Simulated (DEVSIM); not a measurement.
Device: abrupt Ge p-n junction, at 300 K.

```tsv
layer (left to right)	material	thickness (μm)	Nd (cm⁻³)	Na (cm⁻³)	τn (s)	τp (s)
1	Ge	0.260	-	1.5e16	1.5e-7	1.5e-7
2	Ge	59.0	4.1e15	-	1.5e-7	1.5e-7
```

Left contact: ohmic. Right contact: ohmic. Voltage is applied to the left contact. Recombination: SRH at mid-gap. Mobility is μmin + (μ − μmin)/(1 + (N/Nref)^α).

Constants are typed, rounded textbook-type inputs, not results; the design itself was drawn at random and stands for no fabricated device. Values at 300 K.

| parameter | Ge |
|---|---|
| gap (eV) | 0.664 |
| affinity (eV) | 4 |
| permittivity | 16 |
| Nc (cm⁻³) | 1.04e19 |
| Nv (cm⁻³) | 6e18 |
| μn (cm²/Vs) | 3900 |
| μp (cm²/Vs) | 1900 |
| μn,min | 150 |
| μp,min | 100 |
| Nref,n | 2.6e17 |
| Nref,p | 4e17 |
| αn | 0.56 |
| αp | 0.6 |

Model (solved in DEVSIM): 1D drift-diffusion, Boltzmann statistics, complete ionisation; no tunnelling, impact ionisation, image-force lowering or self-heating.

Question: Tabulate band edges, carrier densities and field at zero bias.

Answer: Energies count from the Fermi level of the right contact; mesh points crowd at the junctions.

| x (μm) | Ec (eV) | Ev (eV) | n (cm⁻³) | p (cm⁻³) | field (V/cm) |
|---|---|---|---|---|---|
| 0.000 | 0.509 | -0.155 | 2.9e10 | 1.5e16 | -89 |
| 0.02789 | 0.509 | -0.155 | 2.9e10 | 1.5e16 | -110 |
| 0.07833 | 0.508 | -0.156 | 3.1e10 | 1.4e16 | -330 |
| 0.1672 | 0.497 | -0.167 | 4.6e10 | 9.6e15 | -2800 |
| 0.2379 | 0.455 | -0.209 | 2.4e11 | 1.8e15 | -10000 |
| 0.2631 | 0.424 | -0.240 | 7.9e11 | 5.5e14 | -14000 |
| 0.2949 | 0.383 | -0.281 | 3.8e12 | 1.1e14 | -12000 |
| 0.4132 | 0.274 | -0.390 | 2.6e14 | 1.7e12 | -6600 |
| 0.6207 | 0.209 | -0.455 | 3.2e15 | 1.4e11 | -860 |
| 1.106 | 0.203 | -0.461 | 4.1e15 | 1.1e11 | ≈ 0 |
| 2.203 | 0.203 | -0.461 | 4.1e15 | 1.1e11 | ≈ 0 |
| 5.915 | 0.203 | -0.461 | 4.1e15 | 1.1e11 | ≈ 0 |
| 12.56 | 0.203 | -0.461 | 4.1e15 | 1.1e11 | ≈ 0 |
| 28.10 | 0.203 | -0.461 | 4.1e15 | 1.1e11 | ≈ 0 |
| 48.19 | 0.203 | -0.461 | 4.1e15 | 1.1e11 | ≈ 0 |
| 54.38 | 0.203 | -0.461 | 4.1e15 | 1.1e11 | ≈ 0 |
| 57.11 | 0.203 | -0.461 | 4.1e15 | 1.1e11 | ≈ 0 |
| 58.28 | 0.203 | -0.461 | 4.1e15 | 1.1e11 | ≈ 0 |
| 58.94 | 0.203 | -0.461 | 4.1e15 | 1.1e11 | ≈ 0 |
| 59.13 | 0.203 | -0.461 | 4.1e15 | 1.1e11 | ≈ 0 |
| 59.22 | 0.203 | -0.461 | 4.1e15 | 1.1e11 | ≈ 0 |
| 59.26 | 0.203 | -0.461 | 4.1e15 | 1.1e11 | ≈ 0 |
